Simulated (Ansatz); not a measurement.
Ru2Si (Pnma, No. 62, 12 atoms in the cell; start mp-10025)

Level of theory: PBEsol (plane waves, PAW; Ansatz, an electronic-structure program).

Numerical settings: plane-wave cutoff 500 eV, 8×10×6 k mesh (along the axes of the cell as run), Fermi–Dirac smearing 0.05 eV, no spin polarisation, scalar-relativistic PAW data made under PBE.

Cell (relaxed at this level):

```xyz
12
Lattice="5.2350 0.0000 0.0000 0.0000 3.9934 0.0000 0.0000 0.0000 7.3824" Properties=species:S:1:pos:R:3 pbc="T T T"
Si     1.5789     0.9984     6.6566
Si     3.6560     2.9951     0.7259
Si     1.0386     2.9951     2.9654
Si     4.1964     0.9984     4.4171
Ru     2.6976     2.9951     5.8079
Ru     2.5373     0.9984     1.5745
Ru     5.1548     0.9984     2.1167
Ru     0.0802     2.9951     5.2657
Ru     4.3582     0.9984     6.9041
Ru     0.8767     2.9951     0.4783
Ru     3.4942     2.9951     3.2129
Ru     1.7408     0.9984     4.1695
```

- band gap: zero (no gap)

Note: the relaxation could not lower the start's symmetry, so the cell can be a saddle point above a distorted one.

Spin–orbit coupling is not included.

The computed numbers hold no vibrational or temperature effects.

It cost roughly 10 core-minutes of CPU time.

A start named mp-… is a Materials Project structure, which need not be a measured phase.
